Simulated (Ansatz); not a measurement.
## Cu: stress against strain

Cu (fcc, Fm-3m, 11.315 Å³/atom at rest, cube axes along x, y and z) under a strain ε along a cube axis (axis z), the other axes held. PBEsol in Ansatz, a plane-wave DFT program (PAW, default set), 420 eV, 32×32×32 Γ-centred mesh, Fermi-Dirac smearing 0.10 eV; ions are relaxed within the symmetry of each cell. Stress is positive for a compressed cell.

Here s stands for strain and y for stress zz.

```
strain (%)  stress zz (GPa)
----------  ---------------
-1.50                  3.26
-1.00                  2.14
-0.50                  1.05
0.00                  -0.01
0.50                  -1.05
1.00                  -2.06
1.50                  -3.05
3.00                      ?
```

### Question
Fit y against s with a straight line, and predict the withheld value at s = 3.00.

### Answer
Means: s 0, y 0.040. About the means, the sum of products is -14.715 and the sum of squares of s is 7.0000; the slope is their ratio. Least squares gives y = 0.040 - 2.1021·s. Residuals (row less fit): 0.067, -0.002, -0.041, -0.050, -0.039, 0.002, 0.063; standard error 0.053 (degrees of freedom: 5). The slope gives the elastic constant C11 = 210 ± 2 GPa. At the withheld row, y = 0.040 - 2.1021 × 3.0 = -6.266 GPa. The calculation gives -5.87 GPa, 0.396 GPa above the prediction (4.3 % of the range of y in the table). The row lies outside the fitted rows, so this is an extrapolation. From the scatter of the fitted rows alone, a prediction at this place has a standard error of 0.083 GPa, so the miss is 4.8 times that.

One order more, fitted to all 13 runs of the series, follows each within 0.01, so the miss is the next term of a smooth law. In a metal these values are sensitive to mesh and smearing; energies are taken to zero smearing, stresses follow the free energy. Rows are the converged runs of the series near zero and its far end; series whose fitted rows scatter by over a few per cent of the range, as at a crossing or softening among them, aren't shown in this form. Most that stay on the fit to the last digits aren't either.
